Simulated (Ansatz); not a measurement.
Base system: CdSe in the zinc blende structure (space group F-43m, No. 216; a = 6.1963 Å).

(Cell as relaxed with PBE.)

Levels (all Ansatz, a program for electronic structure, PAW): PBE (420 eV, no SOC); r2SCAN (500 eV, no spin-orbit coupling).

Each level relaxes its own structure.

```csv
base,PBE,r2SCAN
volume per atom,29.74 Å³,28.84 Å³
lattice parameter a,6.196 Å,6.133 Å
band gap,0.49 eV,1.04 eV
```

Now apply this change: full substitution Se → S, then cell and atoms are relaxed.

```tsv
quantity	PBE	r2SCAN
shortest interatomic distance	2.566 Å	2.545 Å
hole mass (degenerate bands, along [100])	0.13, 0.83, 0.83 mₑ (at Γ)	0.16, 0.78, 0.78 mₑ (at Γ)
```

PBE's shortest interatomic distance lies 0.021 Å above r2SCAN's (0.8 %). Neither level is exact; r2SCAN is the comparison here, not a measurement.

Effective masses come from finite differences of ±0.01 Å⁻¹. Stability against distortions was not tested.
